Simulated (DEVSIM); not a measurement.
Structure: abrupt GaAs p-n junction, at 300 K.

```
layer (left to right)  material  thickness (μm)  Nd (cm⁻³)  Na (cm⁻³)  τn (s)  τp (s)
---------------------  --------  --------------  ---------  ---------  ------  ------
1                          GaAs            1.30          -       7e15  1.2e-8  1.2e-8
2                          GaAs            5.70     1.4e16          -  1.2e-8  1.2e-8
```

Left contact: ohmic. Right contact: ohmic. Voltage is applied to the left contact. Recombination: SRH at mid-gap, Auger. Mobility is μmin + (μ − μmin)/(1 + (N/Nref)^α).

This is a model device: material constants are rounded textbook-type values typed into the input, and sizes, dopings and lifetimes were drawn at random. Values at 300 K; Nc and Nv go as T^1.5, mobilities as T to minus their exponent, the gap by Varshni's rule with the affinity fixed.

```csv
parameter,GaAs
gap (eV),1.424
affinity (eV),4.07
permittivity,12.9
Nc (cm⁻³),4.7e17
Nv (cm⁻³),9e18
μn (cm²/Vs),8500
μp (cm²/Vs),400
"μn,min",500
"μp,min",20
"Nref,n",6e16
"Nref,p",1.5e17
αn,0.39
αp,0.38
T exponent of μn,2.1
T exponent of μp,2.2
Cn (cm⁶/s),1e-30
Cp (cm⁶/s),1e-30
Varshni α (eV/K),0.000541
Varshni β (K),204
```

DEVSIM, 1D drift-diffusion, Boltzmann statistics, complete ionisation; no tunnelling, impact ionisation, image-force lowering or self-heating.

The temperature was swept, all else fixed.

```csv
temperature (K),largest field in the device at zero bias (V/cm),dark forward voltage at 100 A/cm² (V),potential step across the device at zero bias (V),dark forward voltage at 1 A/cm² (V)
250,39000,1.156,1.228,1.051
300,38000,1.068,1.148,0.940
350,36000,0.977,1.065,0.827
400,35000,0.885,0.980,0.712
450,33000,[?],0.892,[?]
500,31000,0.695,0.803,0.477
```

### Question
Complete the blanks.

### Answer

- 450, dark forward voltage at 100 A/cm² (V): 0.791
- 450, dark forward voltage at 1 A/cm² (V): 0.595
